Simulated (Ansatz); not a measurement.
An Ansatz (a first-principles code) run: InAgTe2 with a change (biaxial strain −0.75 %, plane normal [001], relaxed out of plane); PBEsol in Ansatz (plane waves to 420 eV, PAW, no SOC).

Input:

Ansatz 0.2 input:
```yaml
crystal:
  lattice:
    - [6.3836959383, 0, 0]
    - [0, 6.3836959383, 0]
    - [3.1918479691, -3.1918479691, 6.4068589981]
  atoms:
    - { symbol: In, position: [0.5, 0.5, 1] }
    - { symbol: In, position: [0.75, 0.75, 0.5] }
    - { symbol: Te, position: [0.125, 0.8837577585, 0.25] }
    - { symbol: Te, position: [0.8837577585, 0.625, 0.75] }
    - { symbol: Te, position: [0.625, 0.3662422415, 0.25] }
    - { symbol: Te, position: [0.3662422415, 0.125, 0.75] }
    - { symbol: Ag, position: [0, 0, 0] }
    - { symbol: Ag, position: [0.25, 0.25, 0.5] }
basis: { ecutwfc: 420, ecutrho_ratio: 4, xc_grid: 2, fft_grid_basis: typed }
kpoints: { mp_grid: { grid: [7, 7, 7] } }
hamiltonian:
  xc: pbesol
  dispersion: none
  pseudopotentials: { kind: paw }
scf: { occupations: { method: fermi_dirac, width: 0.05 } }
relax: { f_tol: 0.005, max_steps: 50, cell: { stress_tol: 0.01, fix: [a, b, gamma] } }
output: { forces: true, stress: true }
checkpoint: { write: state.ck, write_every: 1000 }
```

Output (explanatory and most iteration lines left out):

```
Relaxation: its limit of steps is 50 (relax.max_steps)
Pseudopotential: In, paw, valence charge 13
Pseudopotential: Te, paw, valence charge 16
Pseudopotential: Ag, paw, valence charge 19
Crystal: 8 atoms, lattice volume = 261.090 Å³
Basis set: ecut = 420 eV, 5045 PW (Γ), exchange–correlation on 90×90×108 points (8 copies of the dense FFT grid, shifted against one another)
Bands: 77, of which v1, the nominal top of the filled ones, is band 64 counted from 1 (63 counted from 0)
Symmetry: 8 space group operations
Space group: I-42d (ITA 122), of the structure as read, at distance tolerance 6.4e-5 Å
k-points: 40 of 343 (time reversal used)
Functional: x = pbesol(κ = 0.804, μ = 0.12345679012345678), c = pbesol(β = 0.046)
SCF iter   1: F=—  HF=-53703.135891 eV  |F-HF|=—  |Δ(HF+E_count)|=         —  Δρ=4.03e-3  dr2=4.43e-2  ethr=1.77e-3  ⟨swp⟩=6.3  Hψ=11726  notcnv=0  defer=56
SCF iter   2: F=—  HF=-53703.123967 eV  |F-HF|=—  |Δ(HF+E_count)|=   1.19e-2  Δρ=1.37e-3  dr2=5.67e-3  ethr=3.46e-5  ⟨swp⟩=2.0  Hψ=6047  notcnv=0  defer=175
SCF 1 converged in 8 iterations: F = -53703.123698 eV  dr2 = 2.79e-8
relax step   1: F+E_penalty+E_count = -53703.12369815 eV  Δ(F+E_penalty+E_count) = +0.000e0 eV  max|allowed force component| = 2.065e-2 eV/Å  Δτ_max = 0.0000 Å  P = +0.520 GPa  Ω = 261.090 Å³  fix = [a, b, gamma]  reactions: a +0.586, b +0.586 GPa  (8 SCF iters, dr2 threshold 1.00e-7 eV, accepted)
[... steps on the carried basis left out ...]
relax step   4: F+E_penalty+E_count = -53703.12557562 eV  Δ(F+E_penalty+E_count) = -4.968e-5 eV  max|allowed force component| = 5.880e-4 eV/Å  Δτ_max = 0.0014 Å  P = +0.208 GPa  Ω = 262.798 Å³  energy of the carried Pulay correction = -3.223e-4 eV  fix = [a, b, gamma]  reactions: a +0.310, b +0.310 GPa  (5 SCF iters, dr2 threshold 5.17e-9 eV, accepted)
Crystal: 8 atoms, lattice volume = 262.798 Å³
SCF iter   1: F=—  HF=-53703.125530 eV  |F-HF|=—  |Δ(HF+E_count)|=         —  Δρ=1.03e-4  dr2=6.50e-7  ethr=4.62e-7  ⟨swp⟩=4.0  Hψ=19845  notcnv=0
SCF iter   2: F=—  HF=-53703.125781 eV  |F-HF|=—  |Δ(HF+E_count)|=   2.51e-4  Δρ=5.21e-5  dr2=1.59e-7  ethr=5.07e-10  ⟨swp⟩=2.9  Hψ=5775  notcnv=0
SCF 5 converged in 7 iterations: F = -53703.125891 eV  dr2 = 9.07e-13
SCF converged after 7 iterations
Free energy (F): -53703.125891 eV
Internal energy: -53703.124938 eV  (E = F + TS)
E sigma→0 (E₀):  -53703.125414 eV
Entropy (-TS):   -0.000953 eV (-0.119 meV/atom)
Fermi energy:    7.812117 eV
--- Forces (eV/Å), atoms counted from 1 ---
  atom   1  In    -0.00000000     0.00000000     0.00000000
  atom   2  In    -0.00000000    -0.00000000     0.00000000
  atom   3  Te     0.00000000    -0.00059672     0.00000000
  atom   4  Te    -0.00059672     0.00000000    -0.00000000
  atom   5  Te     0.00000000     0.00059672    -0.00000000
  atom   6  Te     0.00059672     0.00000000     0.00000000
  atom   7  Ag    -0.00000000    -0.00000000     0.00000000
  atom   8  Ag    -0.00000000    -0.00000000     0.00000000
--- Stress (GPa, compression-positive) ---
        0.309879       0.000000       0.000000
        0.000000       0.309879      -0.000000
        0.000000      -0.000000       0.003606
  P = ⅓ Tr σ = 0.2078 GPa (2.078 kbar)
--- Relaxed structure (4 steps of the walk, 4 accepted, 1 SCFs on fresh bases) ---
  cell:  # Å, volume = 262.7980 Å³
    - [6.3836959383, 4.8614847612621363e-23, 2.4909739957293143e-11]
    - [4.861357540012405e-23, 6.3836959383, -2.490974430487048e-11]
    - [3.1918479691248365, -3.1918479691248365, 6.448780687912634]
  atoms:
    - { symbol: In, position: [0.4999999999999999, 0.5, 0.9999999999999998] }
    - { symbol: In, position: [0.7499999999999998, 0.7499999999999998, 0.4999999999999999] }
    - { symbol: Te, position: [0.12499999999999993, 0.8842185657967813, 0.25000000000000006] }
    - { symbol: Te, position: [0.8842185657967809, 0.625, 0.7499999999999999] }
    - { symbol: Te, position: [0.6249999999999998, 0.3657814342032186, 0.24999999999999992] }
    - { symbol: Te, position: [0.3657814342032187, 0.12500000000000003, 0.7499999999999999] }
    - { symbol: Ag, position: [2.2785808589215787e-32, 1.6184553318728575e-20, -4.484660608164332e-32] }
    - { symbol: Ag, position: [0.24999999999999994, 0.25, 0.4999999999999999] }
```

Spin-orbit coupling, missing from the scalar runs, can matter with Te. Whether these cells are dynamically stable was not tested. The cell was made from InAgTe2 in the chalcopyrite structure (space group I-42d, No. 122) by this change: biaxial strain −0.75 %, plane normal [001], relaxed out of plane.
